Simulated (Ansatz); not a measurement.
**Ag (R-3m): band-structure transport figures**

Data:

```xyz
1
Lattice="-0.0144 2.0185 2.0185 2.0185 -0.0144 2.0185 2.0185 2.0185 -0.0144" Properties=species:S:1:pos:R:3 pbc="T T T"
Ag     0.0000     0.0000     0.0000
```

The numbers are results of PBEsol, rigid bands (plane waves, PAW, scalar-relativistic; Ansatz, a program for electronic structure), not measurements. Condition of this run: uniaxial stress along [111] of 1 GPa (compression positive) (the target of the relaxation). Geometry: cell and atoms relaxed with PBEsol, then loaded as said.

```
Property                                                          Result
------------------------------------  ----------------------------------
density of states at the Fermi level  0.263 states/(eV·cell), both spins
bare Sommerfeld coefficient                    0.62 mJ/(mol of atoms·K²)
Drude plasma energy                                               9.2 eV
root-mean-square Fermi velocity                                1.4e6 m/s
resistivity times τ                                     5.8 ×10⁻²² Ω·m·s
resistivity times mean free path                         8.3 ×10⁻¹⁶ Ω·m²
```

A metal at this level (no band gap); rigid bands, thermally averaged at 300 K, both spins. Spin-orbit coupling is left out. τ is one relaxation time for all states; the product of resistivity and mean free path takes one path for all states instead.
